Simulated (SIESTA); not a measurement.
A self-consistent single point of a (110) slab of Bi (cut from a parent of space group no. 229; 4 atoms in the cell) with SIESTA.

Level of theory: SIESTA 5.4.2 with GGA PBEsol, numerical atomic orbitals TZP, PseudoDojo PBEsol standard norm-conserving potentials (rewritten from UPF to PSML).

```
Bi
1.0
    3.44223     0.00000     0.00000
   -4.58964     3.24537     0.00000
    0.00000     0.00000    22.43172
Bi
4
Direct
  0.00000   0.25000   0.31206
  0.00000   0.75000   0.43735
  0.00000   0.25000   0.56264
  0.00000   0.75000   0.68794
```

Reference input (self-consistent single point, DFT, GGA PBEsol, numerical atomic orbitals TZP, PseudoDojo PBEsol standard norm-conserving potentials (rewritten from UPF to PSML)): XC.functional = GGA; XC.authors = PBEsol; potentials = PseudoDojo PBEsol standard; PAO.BasisSize = TZP; PAO.EnergyShift = 0.005 Ry; MeshCutoff = 300 Ry; kgrid.MonkhorstPack = 8 8 1; OccupationFunction = MP; OccupationMPOrder = 0; ElectronicTemperature = 100 meV; MaxSCFIterations = 150; SCF.Mixer.Method = Pulay. This run's input differs from it in these lines:

```diff
@@ -27,3 +27,3 @@
 PAO.EnergyShift              0.005 Ry
-MeshCutoff                   300 Ry
+MeshCutoff                   180 Ry
 %block kgrid.MonkhorstPack
```

Output (repeated stretches shortened):

```
        iscf     Eharris(eV)        E_KS(eV)     FreeEng(eV)     dDmax    Ef(eV) dHmax(eV)
   scf:    1    -8888.019187    -8886.947984    -8886.961280  0.695763 -3.499852  4.742865
   scf:    2    -8886.970314    -8887.177912    -8887.191693  0.044499 -3.600865  2.020394
   scf:    3    -8887.284501    -8887.264848    -8887.278113  0.019122 -3.615033  1.870879
   scf:    4    -8887.517049    -8887.407901    -8887.420064  0.083475 -3.846302  0.112066
   scf:    5    -8887.411481    -8887.410061    -8887.422109  0.011975 -3.855056  0.052539
   [... 6 lines left out ...]
   scf:   12    -8887.410180    -8887.410181    -8887.422234  0.000037 -3.830978  0.000817
   scf:   13    -8887.410179    -8887.410180    -8887.422234  0.000034 -3.830882  0.000396
   scf:   14    -8887.410179    -8887.410180    -8887.422234  0.000038 -3.830724  0.000144
   scf:   15    -8887.410180    -8887.410180    -8887.422234  0.000003 -3.830741  0.000155
SCF Convergence by DM+H criterion
max |DM_out - DM_in|         :     0.0000033417
max |H_out - H_in|      (eV) :     0.0001550182
SCF cycle converged after 15 iterations

Using DM_out to compute the final energy and forces

siesta: E_KS(eV) =            -8887.4102

siesta: E_KS - E_eggbox =     -8887.4102

siesta: Atomic forces (eV/Ang):
     1   -0.000000   -0.000000    0.337636
     2    0.000000    0.000000   -0.368482
     3    0.000000    0.000000    0.368484
     4   -0.000000   -0.000000   -0.337637
   Tot   -0.000000    0.000000    0.000000
   Max    0.368484
   Res    0.204034    sqrt( Sum f_i^2 / 3N )
   Max    0.368484    constrained

Stress tensor Voigt[x,y,z,yz,xz,xy] (kbar):       21.38       21.95       11.53       -0.00       -0.00        0.25
(Free)E + p*V (eV/cell)    -8890.2822
   [... lines left out ...]
siesta: FreeEng =     -8887.422234
siesta: Cell volume =        250.591784 Ang**3
siesta:         -18.28507798        -14.42496076  kBar
   [... lines left out ...]

mulliken: Qtot =       60.000

Mulliken Atomic Populations:
Atom #   charge [q] valence [e]  Species
     1     0.034667   14.965333  Bi
     2    -0.034668   15.034668  Bi
     3    -0.034667   15.034667  Bi
     4     0.034668   14.965332  Bi
 Total    -0.000000

siesta: Electric dipole (a.u.)  =    0.000000    0.000000    0.000001
siesta: Electric dipole (Debye) =    0.000000    0.000000    0.000003
```

The run converged in 15 iterations. Against the reference run the free energy drops by 3.5 meV/atom and the largest force stays at 0.368 eV/Å.

The starting cell comes from a database of computed structures (which also holds hypothetical and non-ambient phases and stackings), without a prior relaxation at this level. The slab is cut from that crystal, and its faces are unrelaxed. Its lattice was rescaled by up to half a per cent. Values carry the incompleteness of an atom-centred basis.

Cost on one core of a shared machine: roughly 60 s.
